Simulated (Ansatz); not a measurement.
NbRu (P4/mmm): band-structure transport figures

Consider the following.

```
CELL_PARAMETERS angstrom
      3.02725     0.00000     0.00000
      0.00000     3.02725     0.00000
      0.00000     0.00000     3.37674
ATOMIC_POSITIONS crystal
  Nb 0.00000 0.00000 0.00000
  Ru 0.50000 0.50000 0.50000
```

Calculation: PBEsol, rigid bands (plane waves, PAW, scalar-relativistic; Ansatz, a quantum-chemistry and plane-wave program). Cell: cell and atoms relaxed with PBEsol.

- density of states at the Fermi level: 2.37 states/(eV·cell), both spins
- bare Sommerfeld coefficient: 2.8 mJ/(mol of atoms·K²)
- Drude plasma energy: 7.2 eV
- root-mean-square Fermi velocity: 5.1e5 m/s
- resistivity times τ: 9.2 (x), 9.2 (y), 9.5 (z) ×10⁻²² Ω·m·s

A metal at this level (no band gap); rigid bands, thermally averaged at 300 K, both spins. Spin-orbit coupling is left out. τ is one relaxation time for all states.

Formula and space group known from diffraction (Crystallography Open Database), not checked to be the room-temperature form: NbRu (P4/mmm).
